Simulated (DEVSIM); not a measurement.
Structure: Schottky contact on n-type GaAs, at 450 K.

Layer 1 from the left is GaAs, thickness (μm) 0.850, Nd (cm⁻³) 1.3e17, τn (s) 4.1e-9, τp (s) 4.1e-9.

Left contact: Schottky, work function 5.04 eV, emission velocity 5.1e6 cm/s. Right contact: ohmic. Voltage is applied to the left contact. Recombination: SRH at mid-gap. Mobility is constant in doping.

The device is made up for the run: typed textbook-type constants, with dimensions and the other settings drawn at random. Values at 300 K; Nc and Nv go as T^1.5, mobilities as T to minus their exponent, the gap by Varshni's rule with the affinity fixed.

GaAs: gap (eV) 1.424, affinity (eV) 4.07, permittivity 12.9, Nc (cm⁻³) 4.7e17, Nv (cm⁻³) 9e18, μn (cm²/Vs) 8500, μp (cm²/Vs) 400, T exponent of μn 2.1, T exponent of μp 2.2, Varshni α (eV/K) 0.000541, Varshni β (K) 204.

Model (solved in DEVSIM): 1D drift-diffusion, Boltzmann statistics, complete ionisation; no tunnelling, impact ionisation, image-force lowering or self-heating. Metal contacts follow the ideal Schottky-Mott rule: no Fermi-level pinning, no interface dipoles.

Q: What does the simulation give for the dark forward voltage at 1 A/cm², the potential step across the device at zero bias, the largest field in the device at zero bias?

A: dark forward voltage at 1 A/cm² 0.448 V; potential step across the device at zero bias 0.897 V; largest field in the device at zero bias 180000 V/cm.
